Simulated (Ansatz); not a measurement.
## SnTe with two functionals, pressure −1 GPa

The reference is SnTe in the rock salt structure (space group Fm-3m, No. 225; a = 6.409 Å).

(Cell as relaxed with PBE.)

Levels (all Ansatz, a program for electronic structure, PAW, earlier PAW set): PBE (420 eV, spin-orbit coupling left out); r2SCAN (500 eV, no spin-orbit coupling).

Each level relaxes its own structure.

```csv
base,PBE,r2SCAN
volume per atom,32.91 Å³,32.33 Å³
lattice parameter a,12.112 bohr,12.040 bohr
band gap,0.05 eV,0.13 eV
```

It is then changed as follows: a negative pressure, −1 GPa.

```csv
quantity,PBE,r2SCAN
electron mass,"0.063 mₑ along k, 0.12 mₑ across (at L)",?
lattice parameter a,12.219 bohr,?
band gap,0.12 eV,?
shift of the gap caused by the change,+0.07 eV,?
```

**Question.** Given the PBE results, estimate those of r2SCAN.

**Answer.** 
- electron mass, r2SCAN: 0.092 mₑ along k, 0.13 mₑ across (at L)
- lattice parameter a, r2SCAN: 12.137 bohr
- band gap, r2SCAN: 0.20 eV
- shift of the gap caused by the change, r2SCAN: +0.07 eV

PBE's lattice parameter a lies 0.082 bohr above r2SCAN's (0.7 %); PBE's band gap lies 0.08 eV below r2SCAN's; the two agree on the shift of the gap caused by the change. Neither level is exact; r2SCAN is the comparison here, not a measurement.

Spin-orbit coupling, missing from the scalar runs, can matter with Te. Load acts through the strain it causes; cell and atoms are relaxed under it. Masses are band curvatures over ±0.01 Å⁻¹ around the edge. Along k means along the line from Γ to the band edge. Whether these cells are dynamically stable was not tested. A zero or small gap of SnTe can be the functional's error rather than a property of the material.
